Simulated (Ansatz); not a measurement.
# TaC: pressure series

Consider TaC in the rock salt structure (space group Fm-3m, No. 225; a = 4.4400 Å).

Cell and atoms are relaxed at each pressure.

Calculations: PBEsol (Ansatz, a program for electronic structure, PAW, scalar-relativistic without spin-orbit coupling).

Notes on the quantities. enthalpy: H = E + PV relative to the base's energy.

```json
[
 {"case": "base", "shortest interatomic distance": "2.220 Å", "enthalpy": "–", "density": "14.64 g/cm³"},
 {"case": "pressure −2 GPa", "shortest interatomic distance": "2.224 Å", "enthalpy": "-0.14 eV/atom", "density": "14.56 g/cm³"},
 {"case": "pressure −1 GPa", "shortest interatomic distance": "2.222 Å", "enthalpy": "-0.07 eV/atom", "density": "14.60 g/cm³"},
 {"case": "pressure 0.9 GPa", "shortest interatomic distance": "2.218 Å", "enthalpy": "+0.06 eV/atom", "density": "14.68 g/cm³"},
 {"case": "pressure 2.1 GPa", "shortest interatomic distance": "2.216 Å", "enthalpy": "+0.14 eV/atom", "density": "14.73 g/cm³"},
 {"case": "pressure 4.5 GPa", "shortest interatomic distance": "2.211 Å", "enthalpy": "+0.31 eV/atom", "density": "14.83 g/cm³"},
 {"case": "pressure 9 GPa", "shortest interatomic distance": "2.202 Å", "enthalpy": "+0.61 eV/atom", "density": "15.01 g/cm³"},
 {"case": "pressure 15 GPa", "shortest interatomic distance": "2.191 Å", "enthalpy": "+1.00 eV/atom", "density": "15.24 g/cm³"},
 {"case": "pressure 22.5 GPa", "shortest interatomic distance": "2.178 Å", "enthalpy": "+1.49 eV/atom", "density": "15.52 g/cm³"},
 {"case": "pressure 30 GPa", "shortest interatomic distance": "2.165 Å", "enthalpy": "+1.97 eV/atom", "density": "15.78 g/cm³"}
]
```

Load acts through the strain it causes; cell and atoms are relaxed under it. Whether these cells are dynamically stable was not tested. No other phases were tried under pressure. The final runs are not spin-polarised. An odd electron count without spin: TaC.
